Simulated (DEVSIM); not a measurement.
System: abrupt Si n-p junction, at 350 K.

| layer (left to right) | material | thickness (μm) | Nd (cm⁻³) | Na (cm⁻³) | τn (s) | τp (s) |
|---|---|---|---|---|---|---|
| 1 | Si | 30.0 | 4.4e17 | - | 7.2e-5 | 7.2e-5 |
| 2 | Si | 6.20 | - | 3.6e15 | 7.2e-5 | 7.2e-5 |

Left contact: ohmic. Right contact: ohmic. Voltage is applied to the left contact. Recombination: SRH at mid-gap, radiative, Auger. Mobility is constant in doping.

This is a model device: material constants are rounded textbook-type values typed into the input, and sizes, dopings and lifetimes were drawn at random. Values at 300 K; Nc and Nv go as T^1.5, mobilities as T to minus their exponent, the gap by Varshni's rule with the affinity fixed.

| parameter | Si |
|---|---|
| gap (eV) | 1.124 |
| affinity (eV) | 4.05 |
| permittivity | 11.7 |
| Nc (cm⁻³) | 2.86e19 |
| Nv (cm⁻³) | 3.1e19 |
| μn (cm²/Vs) | 1417 |
| μp (cm²/Vs) | 470 |
| T exponent of μn | 2.3 |
| T exponent of μp | 2.2 |
| B (cm³/s) | 4.7e-15 |
| Cn (cm⁶/s) | 2.8e-31 |
| Cp (cm⁶/s) | 9.9e-32 |
| Varshni α (eV/K) | 0.000473 |
| Varshni β (K) | 636 |

Simulated with DEVSIM: 1D drift-diffusion, Boltzmann statistics, complete ionisation; no tunnelling, impact ionisation, image-force lowering or self-heating.

The thickness of layer 2 was swept, all else fixed.

```tsv
thickness of layer 2 (μm)	dark forward voltage at 100 A/cm² (V)	dark forward voltage at 1 A/cm² (V)
1.2	0.551	0.395
2.2	0.577	0.418
3.7	0.597	0.435
6.2	0.621	0.452
11	0.647	0.470
19	0.676	0.488
31	(withheld)	(withheld)
```

### Question
Complete the blanks.

### Answer

- 31, dark forward voltage at 100 A/cm² (V): 0.703
- 31, dark forward voltage at 1 A/cm² (V): 0.503
